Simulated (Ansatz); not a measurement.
Start from Ru in the hcp (Mg type) structure (space group P6_3/mmc, No. 194; relaxed with 0.1 eV smearing).

```
CELL_PARAMETERS angstrom
      2.70429     0.00000     0.00000
     -1.35214     2.34198     0.00000
      0.00000     0.00000     4.26291
ATOMIC_POSITIONS crystal
  Ru 0.66667 0.33333 0.75000
  Ru 0.33333 0.66667 0.25000
```

Cartesian axes are those of the cell as printed.

Method: r2SCAN (Ansatz, a program for electronic structure, PAW, no spin-orbit coupling).

Perturbation: the cell is stretched by 1.50 % along x with no lateral relaxation, atoms relaxed at fixed cell.

### Question
Estimate the effect on the stress.

### Answer
The stress (xx, yy, zz, yz, xz, xy; compression positive) amounts to (-8.5, -2.8, -2.7, 0.0, 0.0, 0.0) GPa.

### Question
How does this affect the energy relative to the base?

### Answer
The energy increases by 5.5 meV/atom.

The cells carry an imposed strain or load. Whether these cells are dynamically stable was not tested. The final runs are not spin-polarised.
